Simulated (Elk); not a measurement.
How a calculation on SmCd (Pm-3m, 2 atoms in the cell) responds to its settings

```
CELL_PARAMETERS angstrom
      3.76054     0.00000     0.00000
      0.00000     3.76054     0.00000
      0.00000     0.00000     3.76054
ATOMIC_POSITIONS crystal
  Sm 0.50000 0.50000 0.50000
  Cd 0.00000 0.00000 0.00000
```
Moments meant for the start (each program seeds them in its own way; μB, in the order of the atoms Sm Cd): 5.0 0.0.

Base run A: LDA (PW92), all-electron FP-LAPW, Elk's shipped species files, APW+lo basis with extra local orbitals (Elk), self-consistent single point.

Its settings: xctype = 3; spinpol = true; rgkmax = 8; stype = 3; swidth = 0.00367493 Ha; ngridk = 6 6 6; vkloff = 0.5 0.5 0.5; reducebf = 0.8; gmaxvr = 14 1/bohr; nxlo = 2; lorbcnd = true; lmaxi = 2; nempty = 8 per atom; bfcmt = [[0.0, 0.0, -5.0], [0.0, 0.0, 0.0]].

The starting cell comes from a database of computed structures (which also holds hypothetical and non-ambient phases and stackings), without a prior relaxation at this level. Its lattice was rescaled by a random factor within 2.5 % of one. With one magnetic atom in the cell only a parallel order is possible. With U or open f shells several self-consistent states can exist. The f electrons are in the valence without U or exact exchange, which can misplace them near the Fermi level. Spin-orbit terms, which matter for f shells, are left out. Values depend on the basis (sphere radii, cutoffs, local orbitals), which need not be converged.

ΔF is the free energy per atom less that of run A. 

Run A gave: size of the net moment (μB/atom) 3.06; TS (meV/atom) 147.4; k-points 10; basis size 344.

Runs:
- B: swidth, ngridk = 0.00110248 Ha, 4 4 4
- C: swidth, ngridk = 0.00367493 Ha, 4 4 4
- D: swidth, ngridk = 0.0110248 Ha, 4 4 4
- E: swidth, ngridk = 0.00110248 Ha, 5 5 5
- F: swidth, ngridk = 0.00367493 Ha, 5 5 5
- G: swidth, ngridk = 0.0110248 Ha, 5 5 5
- H: swidth, ngridk = 0.00110248 Ha, 6 6 6
- I: swidth, ngridk = 0.0110248 Ha, 6 6 6
- J: swidth, ngridk = 0.00110248 Ha, 7 7 7
- K: swidth, ngridk = 0.00367493 Ha, 7 7 7
- L: swidth, ngridk = 0.0110248 Ha, 7 7 7

### Question
What does run H change against A?

### Answer
The free energy goes up by 79.5 meV/atom and the size of the net moment goes from 3.06 to 3.11 μB/atom.

### Question
What does run J change against A?

### Answer
The free energy goes up by 65.4 meV/atom and the size of the net moment goes from 3.06 to 3.00 μB/atom.

```tsv
run	ΔF (meV/atom)	size of the net moment (μB/atom)	TS (meV/atom)	k-points	basis size
A	0.00	3.06	147.4	10	344
B	36.8	3.00	17.8	4	338
C	-33.5	2.99	137.3	4	338
D	-411.1	2.98	663.1	4	338
E	74.5	2.98	19.5	10	341
F	-8.0	2.97	144.1	10	341
G	-393.2	2.99	680.1	10	341
H	79.5	3.11	19.1	10	344
I	-393.5	3.02	683.5	10	344
J	65.4	3.00	18.5	20	342
K	-13.5	3.00	140.7	20	342
L	-397.4	3.00	675.2	20	342
```
